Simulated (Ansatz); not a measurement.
Results of RPBE (Ansatz, a first-principles code, PAW) for cubic perovskite BaHfO₃.

Settings: plane-wave cutoff 520 eV, 8×8×8 k mesh, Fermi–Dirac smearing 0.01 eV, scalar-relativistic PAW data made under PBE.

Cell (relaxed at this level):

```xyz
5
Lattice="4.2412 0.0000 0.0000 0.0000 4.2412 0.0000 0.0000 0.0000 4.2412" Properties=species:S:1:pos:R:3 pbc="T T T"
Ba     0.0000     0.0000     0.0000
Hf     2.1206     2.1206     2.1206
O      2.1206     0.0000     2.1206
O      0.0000     2.1206     2.1206
O      2.1206     2.1206     0.0000
```

### Question
Predict the bulk modulus B0, band gap, smallest direct gap on the k points sampled and pressure derivative B′ of the bulk modulus.

### Answer

bulk modulus B0: 144 GPa
band gap: 3.64 eV
smallest direct gap on the k points sampled: 3.81 eV
pressure derivative B′ of the bulk modulus: 4.4

Spin–orbit coupling is not included.
